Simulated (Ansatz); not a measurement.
Defect migration in fcc Al: Sc-vacancy pair (Sc on one host Al site, one Al site vacant), neutral cell. All values below come from PBE, PAW (plane waves to 420 eV; Ansatz, a quantum-chemistry and plane-wave program).

Settings: 32 host sites, the relaxed PBE lattice, a 3×3×3 k-point mesh shifted by half a step, smearing 0.10 eV, spin-restricted, no image-charge correction. Energies are static. Forms of the defect that were not tried may lie lower.

Barriers: single points on a 5×5×5 k-point mesh shifted by half a step at the bands' geometries.

The step: Sc and the vacancy change places (Sc-vacancy distance between ideal sites 2.86 Å throughout). Atoms about the jump, Cartesian Å from the middle of the jump, before and after:

```tsv
atom	x0	y0	z0	x1	y1	z1
Sc1	0.00	-0.94	-0.94	0.00	0.94	0.94
Al2	2.09	-1.01	1.03	2.09	-1.03	1.01
Al3	2.09	1.03	-1.01	2.09	1.01	-1.03
Al4	-2.09	-1.01	1.03	-2.09	-1.03	1.01
Al5	-2.09	1.03	-1.01	-2.09	1.01	-1.03
Al6	0.00	-3.08	1.00	0.00	-2.87	0.96
Al7	0.00	-0.96	2.87	0.00	-1.00	3.08
Al8	0.00	2.87	-0.96	0.00	3.08	-1.00
Al9	0.00	1.00	-3.08	0.00	0.96	-2.87
Al10	2.01	-3.06	-1.02	1.99	-2.99	-1.02
Al11	1.99	2.99	1.02	2.01	3.06	1.02
Al12	-2.01	-1.02	-3.06	-1.99	-1.02	-2.99
Al13	-1.99	1.02	2.99	-2.01	1.02	3.06
Al14	1.99	1.02	2.99	2.01	1.02	3.06
Al15	-2.01	-3.06	-1.02	-1.99	-2.99	-1.02
Al16	2.01	-1.02	-3.06	1.99	-1.02	-2.99
Al17	-1.99	2.99	1.02	-2.01	3.06	1.02
```

Question: Where do these atoms stand at the saddle point, and how high is it?

Answer: 
| atom | x | y | z |
|---|---|---|---|
| Sc1 | 0.00 | 0.00 | -0.01 |
| Al2 | 2.28 | -1.10 | 1.09 |
| Al3 | 2.28 | 1.09 | -1.11 |
| Al4 | -2.28 | -1.10 | 1.09 |
| Al5 | -2.28 | 1.09 | -1.11 |
| Al6 | 0.00 | -2.96 | 1.00 |
| Al7 | 0.00 | -1.01 | 2.94 |
| Al8 | 0.00 | 2.95 | -1.02 |
| Al9 | 0.00 | 1.01 | -2.96 |
| Al10 | 1.92 | -2.97 | -1.01 |
| Al11 | 1.92 | 2.96 | 0.99 |
| Al12 | -1.92 | -1.00 | -2.98 |
| Al13 | -1.92 | 0.99 | 2.96 |
| Al14 | 1.92 | 0.99 | 2.96 |
| Al15 | -1.92 | -2.97 | -1.01 |
| Al16 | 1.92 | -1.00 | -2.98 |
| Al17 | -1.92 | 2.96 | 0.99 |
It lies 0.73 eV above the start and 0.73 eV above the end. The saddle point's order was not checked, and it lies on a symmetry element of the cell, where a band can be held.
